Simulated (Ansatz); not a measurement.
## PBE against PBEsol: hypothetical zinc blende PbS

Take PbS in the zinc blende structure (space group F-43m, No. 216; a = 6.6478 Å; a hypothetical phase, not in the database extracts checked) as the base.

(Cell as relaxed with PBE.)

Levels (all Ansatz, an electronic-structure program, PAW): PBE (420 eV, no spin-orbit coupling); PBEsol (420 eV, no spin-orbit coupling).

Each level relaxes its own structure.

```json
[
 {"quantity": "volume per atom", "PBE": "36.72 Å³", "PBEsol": "35.01 Å³"},
 {"quantity": "lattice parameter a", "PBE": "6.648 Å", "PBEsol": "6.543 Å"},
 {"quantity": "band gap", "PBE": "0.84 eV", "PBEsol": "0.63 eV"},
 {"quantity": "gap character", "PBE": "indirect, W → X", "PBEsol": "indirect, W → X"},
 {"quantity": "electron mass", "PBE": "1.8 mₑ along k, 0.37 mₑ across", "PBEsol": "1.7 mₑ along k, 0.35 mₑ across"}
]
```

PBE's volume per atom lies 1.71 Å³ above PBEsol's (4.9 %); PBE's lattice parameter a lies 0.105 Å above PBEsol's (1.6 %); PBE's band gap lies 0.21 eV above PBEsol's; the two agree on the gap character. Neither level is exact; PBEsol is the comparison here, not a measurement.

Spin-orbit coupling, missing from the scalar runs, can matter with Pb. Effective masses come from finite differences of ±0.01 Å⁻¹. Along k means along the line from Γ to the band edge. Stability against distortions was not tested.
